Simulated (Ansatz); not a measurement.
LiNbO₃ (R-3, No. 148, 10 atoms in the cell; start mp-1078377; a measured phase of this formula has another space group), treated with r²SCAN+rVV10 in Ansatz (plane waves, PAW).

Settings: plane-wave cutoff 560 eV, 8×8×8 k mesh, Fermi–Dirac smearing 0.01 eV, no spin polarisation, scalar-relativistic PAW data made under PBE.

Cell (relaxed at this level):

```
CELL_PARAMETERS angstrom
      2.59622     1.49893     4.69752
     -2.59622     1.49893     4.69752
      0.00000    -2.99786     4.69752
ATOMIC_POSITIONS crystal
  Li 0.64306 0.64306 0.64306
  Li 0.35694 0.35694 0.35694
  Nb 0.85660 0.85660 0.85660
  Nb 0.14340 0.14340 0.14340
  O  0.04460 0.43850 0.78198
  O  0.95540 0.56150 0.21802
  O  0.78198 0.04460 0.43850
  O  0.21802 0.95540 0.56150
  O  0.43850 0.78198 0.04460
  O  0.56150 0.21802 0.95540
```

### Question
What does this level give for the band gap and direct gap at Γ?

### Answer

band gap: 4.42 eV (on the SCF k mesh)
direct gap at Γ: 5.06 eV

Note: the relaxation could not lower the start's symmetry, so the cell can be a saddle point above a distorted one.

Spin–orbit coupling is not included.

Computed values are for the static lattice.

A start named mp-… is a Materials Project structure, which need not be a measured phase.

Ansatz is an electronic-structure program.
